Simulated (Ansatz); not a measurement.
Terminations of the (111) surface of fcc Pt, measured from the surface 'clean 1x1'. Atoms come from or go to: Al: fcc Al, Mg: hcp Mg, Pt: fcc Pt, Re: hcp Re, Ru: hcp Ru, Se: trigonal Se, V: bcc V, W: bcc W, Y: hcp Y, Zn: hcp Zn. ΔE is the energy of forming the row's surface from that one (negative: more stable at these reservoirs); the vacuum level's shift is aligned on the shared bottom. No zero-point or thermal terms. These are constructed structures in small cells; real faces may alloy, dewet or reconstruct in larger ones, and not all known structures of the face are among them. Slabs of about 11 Å with all that they carry, Fermi-Dirac smearing of 0.1 eV. Bottom of the slabs: a bare face, its two planes held. Relaxed from the named starts with such symmetry as they have, on meshes of like density; energies extrapolated to zero smearing; no spin-orbit coupling, no U. Spin-polarised runs, if any, are marked in brackets, and their order is one that fits the cell; the others ran without spin. A dash marks a value that is undefined for that row (no clear gap, or no work function of a gapped slab) or was not read reliably on its mesh.

These are PBE (plane waves to 420 eV, PAW; Ansatz, a program for electronic structure) values and carry that method's errors.

```csv
surface,atoms added per 1x1,ΔE per 1x1 (eV),shift of the vacuum level (eV),work function (eV)
a pseudomorphic layer of Zn in the other hollow,+1 Zn,-0.69,-1.20,4.46
a pseudomorphic layer of Re in the host's stacking,+1 Re,(withheld),-0.22,5.47
a layer of W in place of the third plane,"-1 Pt, +1 W",(withheld),0.07,5.77
"(√3x√3)R30° layer of Se, one a cell, on the site that continues the host's stacking",+0.333 Se,-0.59,-1.15,4.54
a layer of Re in place of the second plane,"-1 Pt, +1 Re",(withheld),-0.76,4.96
"a layer of V in place of the second plane [spin start, no net moment]","-1 Pt, +1 V",-1.33,-1.10,4.62
"p(2x2), one Pt adatom",+0.25 Pt,0.31,-1.19,4.50
a layer of Ru in place of the third plane,"-1 Pt, +1 Ru",(withheld),-0.14,5.57
a pseudomorphic layer of Al in the host's stacking,+1 Al,-1.01,-1.12,4.56
a pseudomorphic layer of W in the other hollow,+1 W,(withheld),-0.23,5.46
a layer of Mg in place of the third plane,"+1 Mg, -1 Pt",-1.27,0.22,5.93
"(√3x√3)R30° surface alloy, Y on one Pt site of the top plane","-0.333 Pt, +0.333 Y",-1.19,-2.21,3.48
```

Question: Some entries are withheld; supply them.

Answer: 
- a pseudomorphic layer of Re in the host's stacking, ΔE per 1x1 (eV): 0.61
- a layer of W in place of the third plane, ΔE per 1x1 (eV): -0.67
- a layer of Re in place of the second plane, ΔE per 1x1 (eV): -0.25
- a layer of Ru in place of the third plane, ΔE per 1x1 (eV): -0.04
- a pseudomorphic layer of W in the other hollow, ΔE per 1x1 (eV): 0.52
